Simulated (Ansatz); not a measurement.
Structures of equal composition on the (111) surface of fcc Ag: a layer of Co in place of the second plane; a layer of Co in place of the third plane. The slabs share one bottom face, and each structure is named by its start. These are constructed structures in small cells; real faces may alloy, dewet or reconstruct in larger ones, and not all known structures of the face are among them. Slabs of about 12 Å, Fermi-Dirac smearing of 0.1 eV. Bottom of the slabs: a bare face, its two planes held. Relaxed from the named starts with such symmetry as they have, on meshes of like density; energies extrapolated to zero smearing; spin only where a row says so; no spin-orbit coupling, no U. Brackets mark spin-polarised runs, whose order is one that fits the cell.

These are PBE (plane waves to 420 eV, PAW; Ansatz, a first-principles code) values and carry that method's errors.

Order them by energy per 1x1 cell (lowest first) at the level PBE.

a layer of Co in place of the third plane (0.000 eV [spin, 1.8 μB a cell]), a layer of Co in place of the second plane (0.039 eV [spin, 1.8 μB a cell])
